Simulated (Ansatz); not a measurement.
**MgS: band gap against strain**

MgS (rock salt, Fm-3m, 16.868 Å³/atom at rest) under an equal strain ε in the (111) plane with the normal axis free, as in a coherent film. LDA in Ansatz, a plane-wave DFT program (PAW, default set), 420 eV, 11×11×11 Γ-centred mesh, Fermi-Dirac smearing 0.05 eV; ions are relaxed within the symmetry of each cell. Gaps are the smallest over the k-mesh and a band path, without spin-orbit coupling; in all rows the valence edge lies at Γ and the conduction edge at about 1.2 Å⁻¹ from Γ.

Here s stands for strain and Eg for gap.

| strain (%) | gap (eV) |
|---|---|
| -2.50 | ? |
| -1.25 | 2.61 |
| -0.83 | 2.63 |
| -0.42 | 2.64 |
| 0.00 | 2.65 |

Q: Fit Eg against s with a straight line, and predict the withheld value at s = -2.50.

A: Means: s -0.62500, Eg 2.633. About the means, the sum of products is 0.027050 and the sum of squares of s is 0.86530; the slope is their ratio. Least squares gives Eg = 2.652 + 0.0313·s. Residuals (row less fit): -0.003, 0.004, 0.001, -0.002; standard error 0.004 (degrees of freedom: 2). Over these rows the gap moves by 3.1 ± 0.4 eV per unit strain. At the withheld row, Eg = 2.652 + 0.0313 × (-2.50) = 2.574 eV. The calculation gives 2.55 eV, 0.024 eV below the prediction (24.0 % of the range of Eg in the table). The row lies outside the fitted rows, so this is an extrapolation. The fitted rows scatter only by rounding.

Rows are the converged runs of the series near zero and its far end; series whose fitted rows scatter by over a few per cent of the range, as at a crossing or softening among them, aren't shown in this form. Most that stay on the fit to the last digits aren't either.
